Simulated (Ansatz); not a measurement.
# Relaxation of cell and atoms of Hf (P6_3/mmc, 2 atoms in the cell) at several settings

```
Hf
1.0
    3.16205     0.00000     0.00000
   -1.58103     2.73842     0.00000
    0.00000     0.00000     4.99711
Hf
2
Direct
  0.33333   0.66667   0.25000
  0.66667   0.33333   0.75000
```

Base: PBE run with Ansatz (an electronic-structure program). Its settings: basis.ecutwfc = 420 eV; kpoints.mp_grid.grid = 12 12 7; hamiltonian.xc = pbe; hamiltonian.pseudopotentials = {kind: paw} (the program's default PAW files); scf.occupations.method = methfessel_paxton; scf.occupations.width = 0.136 eV. Starting volume 21.64 Å³ per atom.

Each line gives the change from the base single point and the result:

- hamiltonian.dispersion: default → d3bj; relax: default → cell and atoms [DFT, PBE-D3BJ, plane waves, default PAW files]: pressure -0.02 GPa; final cell a = b = 3.172 Å, c = 5.018 Å, α = β = 90.00°, γ = 120.00°; final volume per atom 21.86 Å³; relaxation steps 4.
- relax: default → cell and atoms: pressure 0.00 GPa; final cell a = b = 3.2048 Å, c = 5.0700 Å, α = β = 90.00°, γ = 120.00°; final volume per atom 22.55 Å³; relaxation steps 6; free energy against the base single point -13.1 meV/atom.

The starting cell comes from a database of computed structures (which also holds hypothetical and non-ambient phases and stackings), without a prior relaxation at this level. Its lattice was rescaled by a random factor within 2.5 % of one. Ansatz's pressure includes its estimate of the finite-basis (Pulay) stress.

Left out of this page: 1 run of the series outside the window shown, repeating another row's setting, or not comparable.

Keys are those of Ansatz 0.2.
